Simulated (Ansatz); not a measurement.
Worked example: self-consistent single point of PbCClO₂ (P1, 10 atoms in the cell) in Ansatz (an electronic-structure program).

Method: PBEsol, default PAW files made with PBE (plane waves; Ansatz).

```yaml
crystal:
  lattice:
    - [2.97055, -2.93570, 0.00000]
    - [2.97055, 2.93570, 0.00000]
    - [-0.85911, 0.00000, 9.38195]
  atoms:
    - { symbol: C, position: [0.35848, 0.63729, 0.50180] }
    - { symbol: C, position: [0.63279, 0.36619, 0.49603] }
    - { symbol: Cl, position: [0.27060, 0.27578, 0.11686] }
    - { symbol: Cl, position: [0.72677, 0.72332, 0.88290] }
    - { symbol: O, position: [0.32536, 0.78767, 0.38724] }
    - { symbol: O, position: [0.21795, 0.67278, 0.61202] }
    - { symbol: O, position: [0.67399, 0.21156, 0.61174] }
    - { symbol: O, position: [0.78656, 0.32592, 0.38887] }
    - { symbol: Pb, position: [0.77287, 0.77275, 0.22360] }
    - { symbol: Pb, position: [0.23463, 0.22674, 0.77895] }
```

Reference input (self-consistent single point, DFT, PBEsol, plane waves, default PAW files made with PBE): basis.ecutwfc = 420 eV; kpoints.mp_grid.grid = 6 6 3; hamiltonian.xc = pbesol; hamiltonian.pseudopotentials = {kind: paw} (the program's default PAW files); scf.occupations.method = fermi_dirac; scf.occupations.width = 0.05 eV. This run's input differs from it in these lines:

Ansatz 0.2 input:
```diff
@@ -17,3 +17,3 @@
 basis:
-  ecutwfc: 420.0
+  ecutwfc: 840.0
 kpoints:
```

Output, abridged:

```
SCF iter   1: F=—  HF=-28370.154797 eV  |F-HF|=—  |Δ(HF+E_count)|=         —  Δρ=8.88e-3  dr2=1.19e-1  ethr=1.77e-3  ⟨swp⟩=8.7  Hψ=13106  notcnv=0  defer=50
all-band conjugate gradients solve this SCF's bands
preconditioner: auto → Resta (q_TF=auto, 2.390 Å⁻¹)
SCF iter   2: F=—  HF=-28370.124685 eV  |F-HF|=—  |Δ(HF+E_count)|=   3.01e-2  Δρ=2.51e-3  dr2=1.01e-2  ethr=1.61e-4  ⟨swp⟩=2.0  Hψ=5484  notcnv=0  defer=108
   [... lines left out ...]
SCF iter   6: F=—  HF=-28370.123345 eV  |F-HF|=—  |Δ(HF+E_count)|=   1.28e-4  Δρ=5.28e-5  dr2=3.37e-6  ethr=9.51e-8  ⟨swp⟩=2.0  Hψ=4537  notcnv=0  defer=108
SCF iter   7: F=—  HF=-28370.123349 eV  |F-HF|=—  |Δ(HF+E_count)|=   3.71e-6  Δρ=1.63e-5  dr2=4.49e-7  ethr=4.56e-9  ⟨swp⟩=2.4  Hψ=4061  notcnv=0  defer=108
SCF iter   8: F=—  HF=-28370.123349 eV  |F-HF|=—  |Δ(HF+E_count)|=   5.16e-7  Δρ=1.14e-5  dr2=2.05e-7  ethr=1.35e-10  ⟨swp⟩=12.2  Hψ=14168  notcnv=0
SCF iter   9: F=-28370.123349 eV  HF=-28370.123349 eV  |F-HF|=1.62e-9  |Δ(HF+E_count)|=   4.48e-8  Δρ=4.15e-6  dr2=3.00e-8  ethr=1.35e-10  ⟨swp⟩=5.1  Hψ=10198  notcnv=0
SCF 1 converged in 9 iterations: F = -28370.123349 eV  dr2 = 3.00e-8
Free energy (F): -28370.123349 eV
Internal energy: -28370.123349 eV  (E = F + TS)
E sigma→0 (E₀):  -28370.123349 eV
Fermi energy:    6.713336 eV
--- Forces (eV/Å), atoms counted from 1 ---
  atom   1  C      0.98446181    -2.03557135    -2.29260776
  atom   2  C     -1.07967738     0.71908472     2.85896205
  atom   3  Cl    -0.00610986    -0.02383333    -0.04391733
  atom   4  Cl     0.01661456     0.02918953     0.08231779
  atom   5  O     -0.45210001     0.23262371     1.02193153
  atom   6  O     -0.41365689     1.11211885     0.86710354
  atom   7  O      0.59960673     0.52363322    -1.61083624
  atom   8  O      0.33533748    -0.53910304    -0.74100392
  atom   9  Pb    -0.00037898    -0.00412636    -0.13683849
  atom  10  Pb     0.01589447    -0.01402559    -0.00505802
--- Stress (GPa, compression-positive) ---
       -0.995652      -0.317268       0.328564
       -0.317267      -0.816375       1.970826
        0.328565       1.970830      -1.555785
  P = ⅓ Tr σ = -1.1226 GPa (-11.226 kbar)
  The stress holds the Pulay correction. Without it, at fixed plane waves, as pw.x and ABINIT print it: P = -1.1316 GPa
```

The run converged in 9 iterations. Against the reference run the free energy goes down by 4.2 meV/atom, the pressure moves little (-1.11 to -1.12 GPa), the largest force goes from 3.231 to 3.220 eV/Å and the gap on the mesh stays at 2.803 eV.

The starting cell comes from a database of published, mostly measured structures (it also holds non-ambient and calculated ones), without a prior relaxation at this level. Its atoms were displaced at random from the sites of space group no. 12. Spin-orbit coupling is off. Forces in this geometry exceed 1 eV/Å. Ansatz's pressure includes its estimate of the finite-basis (Pulay) stress.

Cost on one core of a shared machine: roughly 70 s.
